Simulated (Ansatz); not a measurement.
## FeNi$_{3}$ in the Cu3Au type structure (space group Pm-3m, No. 221; ferromagnetic)

```
CELL_PARAMETERS angstrom
      3.54427     0.00000     0.00000
      0.00000     3.54427     0.00000
      0.00000     0.00000     3.54427
ATOMIC_POSITIONS crystal
  Ni 0.00000 0.50000 0.50000
  Ni 0.50000 0.50000 0.00000
  Ni 0.50000 0.00000 0.50000
  Fe 0.00000 0.00000 0.00000
```

The values are results of PBE in Ansatz (plane waves to 420 eV, PAW, no spin-orbit coupling), not measurements. Settings: 13×13×13 k-points, 0.05 eV Fermi–Dirac smearing.

```json
{
  "volume_per_atom": "11.13 Å³",
  "density": "8.65 g/cm³",
  "band_gap": "zero",
  "magnetic_state": "ferromagnetic",
  "total_energy": "-5500.001 eV/atom (σ→0; compares only within this code and set-up)"
}
```

Other magnetic orders, which the real material may have, were not ruled out. No phonon test of stability was made.

Ansatz is a first-principles code.
